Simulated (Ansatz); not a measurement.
The starting structures come from a database of crystals and need not be the phases stable at ambient conditions.

 Where the default PAW files enter, the runs use the earlier of Ansatz's two default sets.

**Evanescent states of BaZrO₃ (I4/mcm, not sure to be the ambient phase, 10 atoms a cell, 14.9 Å³ an atom) along the normal of (001)**

Computed with r2SCAN (plane waves, PAW; Ansatz, a first-principles code).

The gap is the functional's own. No spin-orbit coupling. Mid-gap values are interpolated on the energy grid.

Energies count from the valence-band top; κ is the least over a 6×6 mesh across the current.

| E (eV) | κ (1/Å) | where |
|---|---|---|
| 0.09 | 0.143 | Γ |
| 0.27 | 0.175 | Γ |
| 0.45 | 0.199 | Γ |
| 0.63 | 0.219 | Γ |
| 0.81 | 0.235 | Γ |
| 0.99 | 0.249 | Γ |
| 1.17 | 0.261 | Γ |
| 1.35 | 0.271 | Γ |
| 1.53 | 0.280 | Γ |
| 1.71 | 0.288 | Γ |
| 1.89 | 0.295 | Γ |
| 2.07 | 0.301 | Γ |
| 2.25 | 0.306 | Γ |
| 2.43 | 0.310 | Γ |
| 2.61 | 0.297 | Γ |
| 2.79 | 0.278 | Γ |
| 2.97 | 0.255 | Γ |
| 3.15 | 0.227 | Γ |
| 3.33 | 0.192 | Γ |
| 3.51 | 0.147 | Γ |
| 3.69 | 0.070 | Γ |

**Question.** How thick must the barrier be to attenuate the transmission by 10^4 when the electrodes' Fermi level lies at 1.89 eV, and what attenuation does that film give at 0.09 eV?

**Answer.** d = 4 ln 10 / (2 × 0.295) = 15.6 Å. At 0.09 eV it gives 4 × 0.143/0.295 = 1.9 decades.
